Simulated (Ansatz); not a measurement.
The reference is BaS in the rock salt structure (space group Fm-3m, No. 225; a = 6.331 Å). Axes: x, y, z lie along the cube axes.

Method: PBEsol in Ansatz (plane waves to 420 eV, PAW, no spin-orbit coupling).

Base values:

| Property | Value |
|---|---|
| Smallest direct gap | 2.13 eV |
| Electron mass | 1.3 mₑ along k, 0.32 mₑ across (at X) |
| Valence-band top at Γ | 0.00, 0.00, 0.00 eV |

One thing is altered: the cell is compressed by 2.50 % along z with no lateral relaxation, atoms relaxed at fixed cell.

### Question
How does this affect the smallest direct gap, electron mass and valence-band top at Γ?

### Answer
The smallest direct gap falls by 0.14 eV (2.13 eV → 1.99 eV); the electron mass goes from 1.3 mₑ along k, 0.32 mₑ across (at X) to 1.2 mₑ along k, 0.32 mₑ across (at X); the valence-band top at Γ (three highest levels, from the VBM) changes from 0.00, 0.00, 0.00 eV to 0.00, -0.10, -0.10 eV.

The cells carry an imposed strain or load. Effective masses come from finite differences of ±0.01 Å⁻¹. Along k means along the line from Γ to the band edge. Whether these cells are dynamically stable was not tested.

Ansatz is a quantum-chemistry and plane-wave program.
